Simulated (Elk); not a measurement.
Worked example: self-consistent single point of Cr3Ge (Pm-3n, 8 atoms in the cell) in Elk.

Method: PBEsol, spin-orbit coupling in second variation, all-electron FP-LAPW, Elk's shipped species files, APW+lo basis with extra local orbitals (Elk 10.2.4).

```
CELL_PARAMETERS angstrom
      4.54985     0.00000     0.00000
      0.00000     4.54985     0.00000
      0.00000     0.00000     4.54985
ATOMIC_POSITIONS crystal
  Cr 0.25000 0.00000 0.50000
  Cr 0.75000 0.00000 0.50000
  Cr 0.50000 0.75000 0.00000
  Cr 0.50000 0.25000 0.00000
  Cr 0.00000 0.50000 0.75000
  Cr 0.00000 0.50000 0.25000
  Ge 0.00000 0.00000 0.00000
  Ge 0.50000 0.50000 0.50000
```

Reference input (self-consistent single point, DFT, PBEsol, all-electron FP-LAPW, Elk's shipped species files, APW+lo basis with extra local orbitals): xctype = 22; rgkmax = 8; stype = 0; swidth = 0.00999582 Ha; ngridk = 5 5 5; gmaxvr = 14 1/bohr; nxlo = 2; lorbcnd = true; lmaxi = 3. This run's input differs from it in these lines:

```diff
@@ -5,2 +5,5 @@
   22
+
+spinorb
+  .true.
 
@@ -20,2 +23,5 @@
   3
+
+nempty
+  10
```

Log, with long lists cut:

```
│ Self-consistent loop started │
│ Loop number : 1 │
 total energy                :     -10460.8233502
 total moment                :  -0.9091732957E-22  0.1063420987E-21  0.1669967527E-20
│ Loop number : 2 │
 total energy                :     -10462.2908731
 total moment                :  -0.1679721277E-22 -0.8035054092E-23 -0.2120571333E-20
RMS change in Kohn-Sham potential (target) :   0.2682610131     (  0.1000000000E-05)
Absolute change in total energy (target)   :    1.467522915     (  0.1000000000E-03)
│ Loop number : 3 │
 total energy                :     -10467.6670344
   [... lines left out ...]
 total energy                :     -10494.5040226
 total moment                :  -0.2215566358E-21 -0.8523560031E-22  0.6336230839E-20
RMS change in Kohn-Sham potential (target) :   0.4946715841E-07 (  0.1000000000E-05)
Absolute change in total energy (target)   :   0.2852093858E-03 (  0.1000000000E-03)
│ Loop number : 16 │
 total energy                :     -10494.5040172
 total moment                :  -0.4294004787E-22  0.1718689330E-21 -0.5072910490E-20
RMS change in Kohn-Sham potential (target) :   0.2155857173E-07 (  0.1000000000E-05)
Absolute change in total energy (target)   :   0.6595924970E-04 (  0.1000000000E-03)
Convergence targets achieved

│ Loop number : 17 │

Energies :
 Fermi                       :     0.446798066416
 xc effective B-field        :    -0.203352364823E-09
 external B-field            :      0.00000000000
 total energy                :     -10494.5040153
 (external B-field energy excluded from total)

Density of states at Fermi energy :    161.5758684
 (states/Hartree/unit cell)

Estimated indirect band gap :   0.2601629538E-02
 from k-point      9 to k-point      7
Estimated direct band gap   :   0.5210474872E-02
 at k-point      6

Charges :
 core                        :    96.00000000
 valence                     :    112.0000000
 interstitial                :    12.34279768
 muffin-tins (core leakage)
  species :    1 (Cr)
   atom    1                 :    22.27750246     (  0.5972982109E-09)
   [... lines left out ...]
  species :    2 (Ge)
   atom    1                 :   0.1018592339E-23 -0.2274022789E-23   0.000000000
   atom    2                 :  -0.1018592339E-23   0.000000000      0.2274022789E-23
 total in muffin-tins        :   0.8239233908E-22 -0.6035001804E-21  0.7125915612E-20
 total moment                :   0.7058767828E-22 -0.6168866270E-21  0.7115314591E-20

│ Self-consistent loop stopped │
```

The run converged in 17 iterations. The count includes the last loop, which Elk runs after its targets are met. 

The starting cell comes from a database of computed structures (which also holds hypothetical and non-ambient phases and stackings), without a prior relaxation at this level. Its lattice was rescaled by a random factor within 2.5 % of one. Values depend on the basis (sphere radii, cutoffs, local orbitals), which need not be converged. The log's line on a gap gives a spacing of levels on this mesh, which the program prints for metals too.

Cost on one core of a shared machine: roughly 4 min.
